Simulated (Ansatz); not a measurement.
Several settings converged on LaC2 (Imm2, 3 atoms in the cell)

```xyz
3
Lattice="-2.0051 2.4423 2.7287 2.0051 -2.4423 2.7287 2.0051 2.4423 -2.7287" Properties=species:S:1:pos:R:3 pbc="T T T"
La     0.0000     0.0000     0.0500
C      0.0000     0.6507     2.7287
C      2.0051     1.7916     0.0000
```

Base method: PBEsol, default PAW files made with PBE (plane waves; Ansatz, a program for electronic structure).

Base settings: basis.ecutwfc = 420 eV; kpoints.mp_grid.grid = 9 9 9; hamiltonian.xc = pbesol; hamiltonian.pseudopotentials = {kind: paw} (the program's default PAW files); scf.occupations.method = gaussian; scf.occupations.width = 0.1 eV.

The count of work is k-points × plane waves × bands × iterations; it is no time. Core times come from one kind of shared machine, to one figure; runs under 30 s give none.

**The cutoff for other potential files**

Level: DFT, PBEsol, plane waves, harder PAW files (source: ansatz) made with PBE.

In this ladder: hamiltonian.pseudopotentials = {kind: paw, source: ansatz}.

The second cell is the first with its lattice scaled by 0.98.

The mesh stays at the base's, so the ladder's end is converged at best in this setting alone.

The first pressure column holds Ansatz's estimate of the finite-basis (Pulay) stress, which hides part of the cutoff error; the other is without it.

Only quantities that move along the ladder and can be compared are tabulated.

```csv
basis.ecutwfc,free energy less the last step's (meV/atom),energy of the compressed cell less the first (meV/atom),pressure (GPa),pressure without the Pulay estimate (GPa),largest difference of a force vector from the last step's (eV/Å),count of work / last,core time / last (rough)
370 eV,272.63,3.13,-2.99,-11.92,0.571,0.11,–
450 eV,83.34,-3.23,-3.92,-7.40,0.024,0.14,–
575 eV,9.71,-3.81,-4.01,-4.67,0.001,0.21,–
695 eV,0.75,-3.85,-4.02,-4.08,0.001,0.27,–
820 eV,0.33,-3.86,-4.02,-4.02,0.000,0.36,0.5
985 eV,0.17,-3.87,-4.02,-4.03,0.000,0.47,–
1230 eV,0.03,-3.87,-4.02,-4.02,0.000,0.64,0.6
1640 eV,0.00,-3.87,-4.02,-4.02,0.000,1.0,1
```

Coarsest basis.ecutwfc that holds the pressure without the Pulay estimate within 1 GPa of the last step, with all finer ones: 575 eV, at 0.21 of the last step's count of work; the step before is off by 3.4 GPa.

Coarsest basis.ecutwfc that holds the forces within 0.01 eV/Å of the last step, with all finer ones: 575 eV, at 0.21 of the last step's count of work; the step before is off by 0.024 eV/Å.

Coarsest basis.ecutwfc that holds the pressure within 0.05 GPa of the last step, with all finer ones: 575 eV, at 0.21 of the last step's count of work; the step before is off by 0.11 GPa.

The energy difference between the two cells stays within 1 meV/atom of the last step's from 450 eV on, the total only from 695 eV on: much of the error is common to both cells and cancels.

At the lowest cutoff the pressure without the Pulay estimate lies 7.9 GPa under the last step's, the usual sign of Pulay stress in an incomplete plane-wave basis.

**The density cutoff**

The mesh stays at the base's, so the ladder's end is converged at best in this setting alone.

Only quantities that move along the ladder and can be compared are tabulated.

| basis.ecutrho_ratio | free energy less the last step's (meV/atom) |
|---|---|
| 2 | -1.11 |
| 3 | 0.00 |
| 4 | 0.00 |
| 5 | 0.00 |
| 6 | 0.00 |
| 8 | 0.00 |
| 10 | 0.00 |
| 12 | 0.00 |
| 16 | 0.00 |

Coarsest basis.ecutrho_ratio that holds the free energy within 1 meV/atom of the last step, with all finer ones: 3; the step before is off by 1.1 meV/atom.

**The relaxed cell against the cutoff**

On LaC2 (Immm, 3 atoms in the cell): atoms on their sites.

In this ladder: relax = cell and atoms.

The mesh stays at the base's, so the ladder's end is converged at best in this setting alone.

Only quantities that move along the ladder and can be compared are tabulated.

```csv
basis.ecutwfc,relaxed volume (Å³/atom),relaxation steps,core time / last (rough)
210 eV,17.551,25,0.7
250 eV,17.181,18,0.4
295 eV,17.020,13,0.5
355 eV,17.044,8,0.2
420 eV,17.034,8,0.5
505 eV,17.032,6,0.3
630 eV,17.032,6,0.5
840 eV,17.032,6,1
```

Coarsest basis.ecutwfc that holds the relaxed volume within 0.034 Å³/atom of the last step, with all finer ones: 295 eV; the step before is off by 0.15 Å³/atom.

At the lowest cutoff the cell relaxes to a volume 3.0 % larger than at the highest. Ansatz relaxes on a stress corrected for the finite basis.

On the base run: the starting cell comes from a database of computed structures (which also holds hypothetical and non-ambient phases and stackings), without a prior relaxation at this level. Its lattice was rescaled by up to half a per cent. One atom was moved a little off its site on purpose.

Keys are those of Ansatz 0.2.
